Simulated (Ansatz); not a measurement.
Seebeck coefficient (μV/K, mean over directions) of p-type ZnO (P6_3mc) against carrier density, r2SCAN with spin-orbit coupling, rigid bands (Ansatz, an electronic-structure program). Computed gap 1.22 eV; densities at which minority carriers matter at this gap, or further valleys turn the trend, are left out. Conductivity mass 2.1 mₑ (harmonic mean over directions), N_v = 7.7e19 cm⁻³ at 300 K.

```
hole density  300 K  500 K
------------  -----  -----
1e16 cm⁻³      1026      ?
1e17 cm⁻³       827    910
1e18 cm⁻³       629    712
3e18 cm⁻³       535    617
1e19 cm⁻³         ?    514
3e19 cm⁻³       340    420
1e20 cm⁻³       245    319
3e20 cm⁻³       165    232
1e21 cm⁻³        98      ?
```

Question: Some entries are withheld; supply them.

Answer: 
- 1e16 cm⁻³, 500 K: 1109
- 1e19 cm⁻³, 300 K: 432
- 1e21 cm⁻³, 500 K: 149

Rigid bands with a gap fixed in temperature, one relaxation time for all states, no polarons or phonon drag, and whether or not such doping can be reached. Geometry: cell and atoms relaxed with PBEsol.
